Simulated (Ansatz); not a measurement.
An Ansatz (a first-principles code) input (r2SCAN, PAW, 500 eV (Ansatz; no SOC)):

Ansatz 0.2 input:
```yaml
crystal:
  lattice:
    - [5.6012796945, 0, 0]
    - [0, 5.6012796945, 0]
    - [0, 0, 5.6012796945]
  atoms:
    - { symbol: Te, position: [0, 0, 0] }
    - { symbol: C, position: [0.5, 0, 0.5] }
    - { symbol: C, position: [0, 0.5, 0.5] }
    - { symbol: C, position: [0.5, 0.5, 0] }
    - { symbol: Pb, position: [0.5, 0.5, 0.5] }
    - { symbol: Pb, position: [0, 0.5, 0] }
    - { symbol: Pb, position: [0.5, 0, 0] }
    - { symbol: Pb, position: [0, 0, 0.5] }
basis: { ecutwfc: 500, ecutrho_ratio: 4, xc_grid: 4, fft_grid_basis: typed }
kpoints: { mp_grid: { grid: [9, 9, 9] } }
hamiltonian:
  xc: r2scan
  dispersion: none
  pseudopotentials: { kind: paw }
scf: { occupations: { method: fermi_dirac, width: 0.05 }, convergence: { dr2_threshold: 0.0000000008 } }
output: { forces: true, stress: true }
checkpoint: { write: state.ck, write_every: 1000 }
```

Question: Which symmetry and how many k-points will the program report, and about how many plane waves at Γ?

Answer: Space group Pm-3m (ITA 221) with 48 operations, k-points 35 of 729, and 4457 plane waves at Γ.

Each cell is one ordered arrangement of few atoms, which overstates ordering effects compared with a random alloy. Stability against distortions was not tested. All final runs are without spin polarisation. The cell was made from PbTe by this change: x(C) = 0.75, 8 atoms, Pm-3m.
